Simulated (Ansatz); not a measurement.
Take BiB in the zinc blende structure (space group F-43m, No. 216; a = 5.4556 Å; a hypothetical phase, not in the database extracts checked) as the base.

Computed with DFT with PBEsol, PAW potentials and a 420 eV plane-wave cutoff in Ansatz (a quantum-chemistry and plane-wave program), no spin-orbit coupling.

For the base:

- Density: 8.99 g/cm³
- Gap character: direct at Γ
- Smallest direct gap: 0.45 eV

It is then changed as follows: cell and atoms relaxed at a pressure of 30 GPa.

Q: Estimate the effect on the density, gap character and smallest direct gap.

A: The density goes up by 2.25 g/cm³, from 8.99 g/cm³ to 11.24 g/cm³; the gap character changes from direct at Γ to indirect, Γ → a point along ⟨100⟩, about 1.0 Å⁻¹ from Γ; the smallest direct gap rises by 1.54 eV to 1.99 eV.

With Bi present, leaving out spin-orbit coupling can change the band edges. Load acts through the strain it causes; cell and atoms are relaxed under it. No phonon test of stability was made. No other phases were tried under pressure.
